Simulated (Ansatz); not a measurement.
## C: band gap against strain

C (diamond, Fd-3m, 5.507 Å³/atom and stress up to 0.01 GPa in the relaxed cell) under an equal strain ε in the (001) plane with the normal axis free, as in a coherent film. LDA in Ansatz, a plane-wave DFT program (PAW, default set), 420 eV, 16×16×16 Γ-centred mesh, Fermi-Dirac smearing 0.05 eV; ions are relaxed, or left where forces stay under 0.02 eV/Å, within the symmetry of each cell. Gaps are the smallest over the k-mesh and a band path, without spin-orbit coupling; in all rows the valence edge lies at Γ and the conduction edge at about 1.3 Å⁻¹ from Γ.

Here s stands for strain and Eg for gap.

| strain (%) | gap (eV) |
|---|---|
| 0.00 | 4.17 |
| 0.50 | 3.99 |
| 1.00 | 3.80 |
| 1.50 | 3.63 |
| 3.00 | ? |

Fit Eg against s with a straight line, and predict the withheld value at s = 3.00.

Means: s 0.75000, Eg 3.897. About the means, the sum of products is -0.45250 and the sum of squares of s is 1.2500; the slope is their ratio. Least squares gives Eg = 4.169 - 0.3620·s. Residuals (row less fit): 0.001, 0.002, -0.007, 0.004; standard error 0.006 (degrees of freedom: 2). Over these rows the gap moves by -36.2 ± 0.5 eV per unit strain. At the withheld row, Eg = 4.169 - 0.3620 × 3.0 = 3.083 eV. The calculation gives 3.12 eV, 0.037 eV above the prediction (3.5 % of the range of Eg in the table). The row lies outside the fitted rows, so this is an extrapolation. The scatter of the fitted rows lies at the last printed digit.

A polynomial of degree 2 through the 6 other runs of the series gives 3.11 there, so most of the miss is curvature that the fit leaves out. Rows are the converged runs of the series near zero and its far end; series whose fitted rows scatter by over a few per cent of the range, as at a crossing or softening among them, aren't shown in this form, nor equations of state whose B0' disagrees with the runs' pressures. Most that stay on the fit to the last digits aren't either.
